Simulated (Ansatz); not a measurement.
The starting structures come from a database of crystals and need not be the phases stable at ambient conditions.

By PBEsol, the system below comes out a metal.

The ballistic (Sharvin) conductance counts the channels at the Fermi level: G/A = (e²/h) × channels of both spins per area.

Here is the system:

```yaml
crystal:
  lattice:
    - [5.09122, 0.00000, 0.00000]
    - [-2.54561, 7.12249, 0.00000]
    - [2.54561, 0.00000, 7.12249]
  atoms:
    - { symbol: Nb, position: [0.57609, 0.29523, 0.14305] }
    - { symbol: Nb, position: [0.42391, 0.70477, 0.85695] }
    - { symbol: Nb, position: [0.71914, 0.14305, 0.70477] }
    - { symbol: Nb, position: [0.28086, 0.85695, 0.29523] }
    - { symbol: Nb, position: [0.07609, 0.85695, 0.70477] }
    - { symbol: Nb, position: [0.92391, 0.14305, 0.29523] }
    - { symbol: Nb, position: [0.21914, 0.29523, 0.85695] }
    - { symbol: Nb, position: [0.78086, 0.70477, 0.14305] }
    - { symbol: Nb, position: [0.75000, 0.50000, 0.50000] }
    - { symbol: Nb, position: [0.25000, 0.50000, 0.50000] }
    - { symbol: Si, position: [0.16456, 0.50000, 0.17088] }
    - { symbol: Si, position: [0.83544, 0.50000, 0.82912] }
    - { symbol: Si, position: [0.33544, 0.17088, 0.50000] }
    - { symbol: Si, position: [0.66456, 0.82912, 0.50000] }
    - { symbol: Si, position: [0.75000, 0.00000, 0.00000] }
    - { symbol: Si, position: [0.25000, 0.00000, 0.00000] }
```

Space group of this cell: I4/mcm. The cell is taken as given; by PBEsol its mean pressure is -5.5 GPa.

The current flows along the normal of the first two printed cell vectors, the (110) plane of the conventional cell. No spin-orbit coupling; the value is a mean over 0.1 eV about the Fermi level.

Problem. Compute, with Ansatz (a quantum-chemistry and plane-wave program) with PBEsol, the ballistic conductance per area.

Solution. 0.39 × 10¹⁵ S/m² for both spins.
